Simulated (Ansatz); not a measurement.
Here is the system:

```
CELL_PARAMETERS angstrom
     -0.06868     2.27425     2.27425
      2.20557     0.00000     2.20557
      2.27425     2.27425    -0.06868
ATOMIC_POSITIONS crystal
  N  0.74583 0.75417 0.74583
  Ga 0.00417 0.99583 0.00417
```

No spin polarisation.

A single point on GaN with a change (tensor shear ε_xz = −3.02 %), its geometry relaxed with PBE.

The values are results of r2SCAN (Ansatz, a first-principles code; PAW; 500 eV plane waves; scalar-relativistic without spin-orbit coupling), not measurements. k-mesh 12×12×12 (Γ-centred); smearing 0.05 eV (Fermi–Dirac).

**Question.** Predict the width of the top valence band.

**Answer.** 3.76 eV.

**Question.** Predict the band gap.

**Answer.** 1.67 eV.

Single points use the geometry relaxed with PBE. The cells carry an imposed strain or load. Stability against distortions was not tested. The cell was made from GaN in the zinc blende structure (space group F-43m, No. 216) by this change: tensor shear ε_xz = −3.02 %. This is not the structure that GaN has at room temperature and ambient pressure.
